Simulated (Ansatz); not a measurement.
Results of LDA (plane waves, PAW; Ansatz, a first-principles code) for Mo (model structure, started from the simple cubic type, Pm-3m, No. 221, 1 atom in the cell).

Numerical settings: plane-wave cutoff 520 eV, 22×22×22 k mesh, Fermi–Dirac smearing 0.05 eV, no spin polarisation, scalar-relativistic PAW data made under PBE.

Cell (relaxed at this level):

```cif
data_Mo
_chemical_formula_sum 'Mo1'
_space_group_name_H-M_alt 'Pm-3m'
_space_group_IT_number 221
_space_group_name_Hall '-P 4 2 3'
_cell_length_a 2.55312
_cell_length_b 2.55312
_cell_length_c 2.55312
_cell_angle_alpha 90.000
_cell_angle_beta 90.000
_cell_angle_gamma 90.000
loop_
_atom_site_label
_atom_site_type_symbol
_atom_site_symmetry_multiplicity
_atom_site_Wyckoff_symbol
_atom_site_fract_x
_atom_site_fract_y
_atom_site_fract_z
_atom_site_occupancy
Mo1 Mo 1 a 0.00000 0.00000 0.00000 1
```

Q: Estimate the bulk modulus B0 that the calculation returns.

A: 
- bulk modulus B0: 219 GPa

Note: the run has no spin polarisation, so it can have missed a magnetic state; the bulk modulus is −V dP/dV from two relaxed cells at ±2 % in volume; the relaxation could raise the start's symmetry but not lower it, so the cell can be a saddle point.

Computed values are for the static lattice.

A model structure was made by putting elements into a prototype or built by hand; it is no filed structure, need not be a known phase, and can be a saddle point held by its symmetry.
